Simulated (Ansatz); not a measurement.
Structures of equal composition on the (100) surface of germanium: 1 pair of surface atoms bonded, Ga on one of 2 atoms of the third shell, no caps; 1 pair of surface atoms bonded, Ga on one of 2 surface atoms, no caps; 1 pair of surface atoms bonded, Ga on one of 2 atoms under the surface, no caps. The slabs share one bottom face, and each structure is named by its start. These are constructed structures in small cells; real faces may alloy, dewet or reconstruct in larger ones, and not all known structures of the face are among them. Slabs of about 17 Å with all that they carry, Fermi-Dirac smearing of 0.025 eV. Bottom of the slabs: built like the top, H on every dangling bond, free. Relaxed from the named starts with such symmetry as they have, on meshes of like density; energies extrapolated to zero smearing; no spin-orbit coupling, no U. Spin-polarised runs, if any, are marked in brackets, and their order is one that fits the cell; the others ran without spin. Where a second, spin-polarised start was run, the lower counts.

All values below come from PBE (plane waves to 420 eV, PAW; Ansatz, a program for electronic structure).

Q: Order them by energy per 1x1 cell (lowest first) at the level PBE.

A: 1 pair of surface atoms bonded, Ga on one of 2 surface atoms, no caps (0.000 eV [spin start, no net moment], no gap over 0.04 eV on the mesh), 1 pair of surface atoms bonded, Ga on one of 2 atoms of the third shell, no caps (0.136 eV [spin start, no net moment], no gap over 0.04 eV on the mesh), 1 pair of surface atoms bonded, Ga on one of 2 atoms under the surface, no caps (0.203 eV [spin start, no net moment], no gap over 0.04 eV on the mesh)
